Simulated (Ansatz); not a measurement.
A single helical Te chain, stretched and compressed along its axis from its relaxed period of 5.622 Å, atoms relaxed at each length.

The numbers are results of PBE+D3(BJ) (plane waves to 420 eV, PAW; Ansatz, a program for electronic structure), not measurements. Mesh 1×1×54. No spin polarisation, so a magnetic state wasn't tested. Periodic along z alone, with about 11 Å of vacuum beside it. An idealised model. Only distortions within the start's symmetry and period were free. Pairing along the axis, which can open a gap, is among the distortions not tried. Values not marked SOC lack spin–orbit coupling. Buckling under compression is shut out by symmetry and the short period. Energies are free energies at a Fermi–Dirac width of 0.02 eV, from the unstrained cell.

```csv
strain (%),energy (meV a period),axial force (nN),PBE gap (eV)
-3.0,+14,-0.27,1.84
-1.5,?,?,?
0.0,0,-0.01,1.78
+1.5,+3,+0.13,1.67
+3.0,?,?,?
```

Question: Complete the blanks.

Answer: 
- +3.0, energy (meV a period): +13
- +3.0, axial force (nN): +0.25
- +3.0, PBE gap (eV): 1.54
- -1.5, energy (meV a period): +4
- -1.5, axial force (nN): -0.13
- -1.5, PBE gap (eV): 1.81
